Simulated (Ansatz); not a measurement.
Element substitutions in SrHfO3

Base system: SrHfO3 in the cubic perovskite structure (space group Pm-3m, No. 221).

```
SrHfO3
1.0
    4.10627     0.00000     0.00000
    0.00000     4.10627     0.00000
    0.00000     0.00000     4.10627
Sr Hf O
1 1 3
Direct
  0.50000   0.50000   0.50000
  0.00000   0.00000   0.00000
  0.00000   0.50000   0.00000
  0.50000   0.00000   0.00000
  0.00000   0.00000   0.50000
```

Each row replaces one element on all its sites; cell and atoms are relaxed.

All numbers come from PBEsol (Ansatz, a first-principles code, PAW, no spin-orbit coupling), earlier PAW set.

| change | band gap | shortest interatomic distance | density |
|---|---|---|---|
| base | 3.72 eV | 205.3 pm | 7.53 g/cm³ |
| O → N | zero | 210.3 pm | 6.88 g/cm³ |
| Sr → Mg | 0.83 eV | 202.4 pm | 6.28 g/cm³ |
| O → C | zero | 214.7 pm | 6.33 g/cm³ |

Other magnetic orders, which the real material may have, were not ruled out. With Hf present, leaving out spin-orbit coupling can change the band edges. Whether these cells are dynamically stable was not tested. As relaxed here, SrHfN3, HfMgO3 and SrHfC3 are hypothetical phases, not in the database extracts checked. Spin-polarised in the final run: SrHfN3; the other runs are not. Many cubic perovskites are stable only at high temperature; tilts and polar distortions were not tested. SrHfC3 has a high density of states at the Fermi level and may be magnetic at this level.
